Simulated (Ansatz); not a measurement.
Consider O vacancy in alpha Ga2O3, charge state +2. The step: one O atom jumps into the vacancy from a nearby O site; the atom moves 2.46 Å along (-0.56, -0.28, 0.00) of the unit cell; the moving atom starts with neighbours Ga at 1.97, Ga at 2.03, Ga at 2.05, Ga at 2.13; O at 2.53 Å and ends with Ga at 1.97, Ga at 2.03, Ga at 2.05, Ga at 2.13; O at 2.53 Å. DFT values are from Ansatz (plane-wave PAW, 420 eV unless said) in a cell of 120 host sites, spin-restricted, static, with no finite-size correction. The host's phase is taken as given; its stability against other phases was not computed. The charge state is imposed; whether it is stable for some Fermi level was not computed. Forms of the defect that were not tried may lie lower. For the PBE band: the saddle point's order was not checked, and it lies on a symmetry element of the cell, where a band can be held.

```csv
Level,Forward barrier (eV),Cost of the band or of the saddle's single point
"CHGNet universal potential (has no charge state), its own band",0.67,-
"PBE, the Γ point alone, band relaxed",0.66,around 23 core-minutes (rough)
"PBE, a 2×2×2 k-point mesh shifted by half a step along c, same geometries",0.68,around 10 core-minutes (rough)
"r2SCAN at 500 eV, the Γ point alone, same geometries",(withheld),about 2.2 core-minutes (a rough figure)
```

Q: Some entries are withheld; supply them.

A: 
- r2SCAN at 500 eV, the Γ point alone, same geometries, Forward barrier (eV): 0.65

Ansatz is an electronic-structure program.
